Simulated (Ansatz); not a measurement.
CaHBr (P4/nmm, No. 129, 6 atoms in the cell; start mp-24422), treated with PBEsol in Ansatz (PAW).

Run with plane-wave cutoff 500 eV, 10×10×6 k mesh (along the axes of the cell as run), Fermi–Dirac smearing 0.05 eV, scalar-relativistic PAW data made under PBE.

Cell (relaxed at this level):

```cif
data_H2Br2Ca2
_chemical_formula_sum 'Ca2 H2 Br2'
_space_group_name_H-M_alt 'P4/nmm :1'
_space_group_IT_number 129
_space_group_name_Hall 'P 4ab 2ab -1ab'
_cell_length_a 3.80187
_cell_length_b 3.80187
_cell_length_c 7.96028
_cell_angle_alpha 90.000
_cell_angle_beta 90.000
_cell_angle_gamma 90.000
loop_
_space_group_symop_operation_xyz
  'x, y, z'
  '-y+1/2, x+1/2, z'
  '-x, -y, z'
  'y+1/2, -x+1/2, z'
  'x+1/2, -y+1/2, -z'
  '-y, -x, -z'
  '-x+1/2, y+1/2, -z'
  'y, x, -z'
  '-x+1/2, -y+1/2, -z'
  'y, -x, -z'
  'x+1/2, y+1/2, -z'
  '-y, x, -z'
  '-x, y, z'
  'y+1/2, x+1/2, z'
  'x, -y, z'
  '-y+1/2, -x+1/2, z'
loop_
_atom_site_label
_atom_site_type_symbol
_atom_site_symmetry_multiplicity
_atom_site_Wyckoff_symbol
_atom_site_fract_x
_atom_site_fract_y
_atom_site_fract_z
_atom_site_occupancy
Ca1 Ca 2 c 0.00000 0.50000 0.16017 1
H1 H 2 a 0.00000 0.00000 0.00000 1
Br1 Br 2 c 0.50000 0.00000 0.32379 1
```

### Question
What does this level give for the band gap?

### Answer

- band gap = 3.81 eV (on the SCF k mesh)

Note: the relaxation could not lower the start's symmetry, so the cell can be a saddle point above a distorted one; the cell has widely spaced layers and the level no dispersion term, so their spacing and the moduli can rest on weak binding.

Spin–orbit coupling is not included.

The computed numbers hold no vibrational or temperature effects.

A start named mp-… is a Materials Project structure, which need not be a measured phase.

Ansatz is a quantum-chemistry and plane-wave program.
